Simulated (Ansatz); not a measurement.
Functionals compared on a constructed model of the (111) surface of fcc Cu, a pseudomorphic layer of Rh in the host's stacking (bottom of the slab: a bare face, its two planes held), in Ansatz (plane waves, PAW). The structure was relaxed with PBE; the other rows are single points on it. Cutoff 420 eV (500 eV for r2SCAN).

Slab: 7 atoms, 12.9 Å thick at the start with caps and adatoms (thin: gaps and levels are the slab's own); k 17x17x1, smearing 0.1 eV, dipole-corrected; 2 atoms held, the rest relaxed; held to the start's symmetry, so lower structures may exist; no spin, no spin-orbit, no U. In PBE it is, or lies within 0.01 eV a 1x1 cell of, the lowest of the 2 structures of its composition computed so far; subsurface sites and larger cells were not tried. These notes are the PBE run's.

```csv
functional,work function of the top face (eV),rough cost of the single point
PBE,5.45,–
RPBE,5.28,roughly 26 core-seconds
r2SCAN,5.49,very roughly 50 core-seconds
```

Ansatz is a program for electronic structure.
